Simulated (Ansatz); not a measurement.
For HgO (model structure, started from the WC type, P-6m2, No. 187, 2 atoms in the cell), PBEsol (Ansatz, a first-principles code, plane waves, PAW) gives:

* **lattice parameter a**: 3.287 Å
* **c axis length**: 3.024 Å

### Question
What does PBE-D3(BJ) in Ansatz (plane waves, PAW) give for the same quantities?

### Answer

- lattice constant a: 3.317 Å (goes up by 0.9 %)
- lattice parameter c: 3.057 Å (rises by 1.1 %)

Changes are worked out from the printed values.

Unless a cell is named, each level is at its own relaxed cell (PBEsol 14.15, PBE-D3(BJ) 14.57 Å³/atom).

Levels without +SOC leave out spin–orbit coupling, which shifts energies and cells of such heavy elements.

Ansatz's density-functional and Hartree–Fock values are scalar-relativistic unless marked +SOC, with PAW data made under PBE.

A model structure was made by putting elements into a prototype or built by hand; it is no filed structure, need not be a known phase, and can be a saddle point held by its symmetry.
